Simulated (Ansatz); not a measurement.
**A computed series for CdSe: response to strain**

The reference is CdSe in the zinc blende structure (space group F-43m, No. 216; a = 6.082 Å). Axes: x, y, z lie along the cube axes.

Strains are applied to the cell and any free atomic positions relax.

Calculations: PBEsol/PAW in Ansatz (a program for electronic structure), no SOC.

Notes on the quantities. energy relative to the base: free energy F; pressure: mean of the normal stresses, compression positive.

```json
[
 {"variant": "base", "band gap": "0.48 eV", "energy relative to the base": "0 meV/atom", "volume per atom": "28.12 Å³", "electron mass": "0.049 mₑ (at Γ)", "pressure": "0.00 GPa"},
 {"variant": "uniaxial strain ε_zz = −3.00 %", "band gap": "0.48 eV", "energy relative to the base": "+5.2 meV/atom", "volume per atom": "27.27 Å³", "electron mass": "0.048 mₑ along z, 0.055 mₑ across (at Γ)", "pressure": "1.68 GPa"},
 {"variant": "uniaxial strain ε_zz = −2.00 %", "band gap": "0.48 eV", "energy relative to the base": "+2.3 meV/atom", "volume per atom": "27.55 Å³", "electron mass": "0.049 mₑ along z, 0.053 mₑ across (at Γ)", "pressure": "1.10 GPa"},
 {"variant": "uniaxial strain ε_zz = −1.50 %", "band gap": "0.48 eV", "energy relative to the base": "+1.3 meV/atom", "volume per atom": "27.69 Å³", "electron mass": "0.049 mₑ along z, 0.052 mₑ across (at Γ)", "pressure": "0.81 GPa"},
 {"variant": "uniaxial strain ε_zz = −1.00 %", "band gap": "0.48 eV", "energy relative to the base": "+0.6 meV/atom", "volume per atom": "27.84 Å³", "electron mass": "–", "pressure": "0.54 GPa"},
 {"variant": "uniaxial strain ε_zz = +0.50 %", "band gap": "0.47 eV", "energy relative to the base": "+0.1 meV/atom", "volume per atom": "28.26 Å³", "electron mass": "0.048 mₑ (at Γ)", "pressure": "-0.25 GPa"},
 {"variant": "uniaxial strain ε_zz = +1.00 %", "band gap": "0.45 eV", "energy relative to the base": "+0.6 meV/atom", "volume per atom": "28.40 Å³", "electron mass": "–", "pressure": "-0.51 GPa"},
 {"variant": "uniaxial strain ε_zz = +1.50 %", "band gap": "0.44 eV", "energy relative to the base": "+1.2 meV/atom", "volume per atom": "28.54 Å³", "electron mass": "0.049 mₑ along z, 0.045 mₑ across (at Γ)", "pressure": "-0.75 GPa"},
 {"variant": "uniaxial strain ε_zz = +2.50 %", "band gap": "0.41 eV", "energy relative to the base": "+3.4 meV/atom", "volume per atom": "28.82 Å³", "electron mass": "0.049 mₑ along z, 0.043 mₑ across (at Γ)", "pressure": "-1.22 GPa"},
 {"variant": "uniaxial strain ε_zz = +3.00 %", "band gap": "0.39 eV", "energy relative to the base": "+4.9 meV/atom", "volume per atom": "28.96 Å³", "electron mass": "0.049 mₑ along z, 0.042 mₑ across (at Γ)", "pressure": "-1.45 GPa"}
]
```

Masses are band curvatures over ±0.01 Å⁻¹ around the edge. Stability against distortions was not tested.
